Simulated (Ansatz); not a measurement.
**What isotropic strain −2.27 % does to ZnS**

Take ZnS in the zinc blende structure (space group F-43m, No. 216; a = 5.357 Å) as the base.

The change: an isotropic linear strain of −2.27 %; the atoms relax in the strained cell.

Level of theory: PBEsol, PAW, 420 eV (Ansatz, an electronic-structure program; no SOC). k-mesh 11×11×11 (Γ-centred); smearing 0.05 eV (Fermi–Dirac).

| quantity | base | changed | shift |
|---|---|---|---|
| volume per atom | 19.21 Å³ | 17.93 Å³ | -1.28 Å³ |
| space group | F-43m (No. 216) | F-43m (No. 216) | – |
| shortest interatomic distance | 2.319 Å | 2.267 Å | -0.0527 Å |
| energy relative to the base (free energy F) | 0 meV/atom | +24 meV/atom | +24 meV/atom |
| band gap | 2.09 eV | 2.39 eV | +0.30 eV |
| gap character | direct at Γ | direct at Γ | – |
| mean gap deformation potential ΔEg/Δln V | – | -4.4 eV | – |
| width of the top valence band | 2.86 eV | 3.14 eV | +0.28 eV |
| electron mass | 0.17 mₑ (at Γ) | 0.18 mₑ (at Γ) | – |
| hole mass (degenerate bands, along [100]) | 0.18, 0.68, 0.68 mₑ (at Γ) | 0.20, 0.60, 0.60 mₑ (at Γ) | – |
| valley order (the lowest conduction-band minima on the path, energy above the VBM, named in the base's zone) | Γ 2.09 eV; X along ⟨100⟩ 3.17 eV; L along ⟨111⟩ 3.24 eV | Γ 2.39 eV; X along ⟨100⟩ 3.00 eV; L along ⟨111⟩ 3.35 eV | – |

Masses are band curvatures over ±0.01 Å⁻¹ around the edge. Whether these cells are dynamically stable was not tested.
